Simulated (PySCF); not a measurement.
PySCF 2.14.0, PBE0/def2-svpd, df: Hf(I)2(OH)2 ([OH][Hf]([OH])([I])[I]), 7 atoms. The geometry is a generated start, not checked to be a minimum at this level.

```json
{
 "task": "energy",
 "method": "pbe0",
 "basis": "def2-svpd",
 "two_electron_scheme": "density fitting",
 "mol.max_memory": "3000 MB",
 "mf.max_cycle": "100",
 "mf.conv_tol": "1e-09 (default)",
 "mf.grids.level": "3 (default)",
 "effective_core_potentials": "those of the basis set, past Kr",
 "basis_functions": "167",
 "grid_points": "115488"
}
```

```xyz
7

Hf     0.3338     0.1295    -0.0512
I      1.9021     1.9271    -1.3508
I      2.0114    -1.4833     1.3681
O     -0.5678    -1.0506    -1.1689
H     -1.0921    -1.8203    -0.9274
O     -0.8249     1.0486     1.0770
H     -1.7626     1.2490     1.0531
```

Charge 0 and multiplicity 1 are set for this test and not shown to be the ground state.

With the defaults (mf.DIIS = CDIIS, mf.diis = true, mf.diis_space = 8, mf.init_guess = minao, mf.level_shift = 0) it converges in 17 Fock builds. One run each on 2 threads, 1 BLAS thread, with these changes:
- mf.init_guess = huckel
- mf.diis_space = 3
- mf.diis_space = 20
- mf.level_shift = 0.3 Hartree
- mf.diis_space = 5
- mf.DIIS = EDIIS
- mf.diis = false
- mf.level_shift = 0.1 Hartree
- mf.init_guess = 1e

### Question
Which of these changes keep the SCF from converging, or lead it to another solution?

### Answer
No convergence: mf.DIIS = EDIIS; mf.diis = false (the run ends without SCF convergence in 100 cycles). The rest reach the solution of the defaults.

| setting | Fock builds | end |
|---|---|---|
| mf.diis_space = 20 | 16 | same solution |
| mf.level_shift = 0.1 Hartree | 16 | same solution |
| the defaults | 17 | same solution |
| mf.diis_space = 5 | 17 | same solution |
| mf.init_guess = huckel | 18 | same solution |
| mf.level_shift = 0.3 Hartree | 18 | same solution |
| mf.init_guess = 1e | 21 | same solution |
| mf.diis_space = 3 | 22 | same solution |
| mf.DIIS = EDIIS | 101 | no convergence |
| mf.diis = false | 101 | no convergence |
